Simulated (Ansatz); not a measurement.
## Effect of isotropic strain +3.00 % on ZnS

The parent structure is ZnS in the zinc blende structure (space group F-43m, No. 216; a = 5.443 Å).

Perturbation: the cell is scaled by 1.0300 in all directions, atoms relaxed at fixed cell.

All numbers come from PBE (Ansatz, a first-principles code, PAW, scalar-relativistic without spin-orbit coupling). k-mesh 10×10×10 (Γ-centred); smearing 0.05 eV (Fermi–Dirac).

- Space group = F-43m (No. 216) (base F-43m (No. 216))
- Energy relative to the base (free energy F) = +32 meV/atom
- Pressure = -5.06 GPa (base 0.01 GPa)
- Band gap = 1.64 eV (base 2.02 eV)
- Gap character = direct at Γ (base direct at Γ)
- Mean gap deformation potential ΔEg/Δln V = -4.2 eV
- Width of the top valence band = 2.25 eV (base 2.63 eV)
- Electron mass = 0.15 mₑ (at Γ) (base 0.17 mₑ (at Γ))
- Hole mass (degenerate bands, along [100]) = 0.16, 0.81, 0.81 mₑ (at Γ) (base 0.18, 0.72, 0.72 mₑ (at Γ))
- Valley order (the lowest conduction-band minima on the path, energy above the VBM, named in the base's zone) = Γ 1.64 eV; L along ⟨111⟩ 3.08 eV; X along ⟨100⟩ 3.63 eV (base Γ 2.02 eV; L along ⟨111⟩ 3.26 eV; X along ⟨100⟩ 3.45 eV)

Final structure:

```yaml
crystal:
  lattice:
    - [0.00000, 2.80337, 2.80337]
    - [2.80337, 0.00000, 2.80337]
    - [2.80337, 2.80337, 0.00000]
  atoms:
    - { symbol: Zn, position: [0.00000, 0.00000, 0.00000] }
    - { symbol: S, position: [0.25000, 0.25000, 0.25000] }
```

Cost of the whole job for the changed cell (relaxation, final SCF and bands): around 6 core-seconds (rough).

Masses are band curvatures over ±0.01 Å⁻¹ around the edge. No phonon test of stability was made.
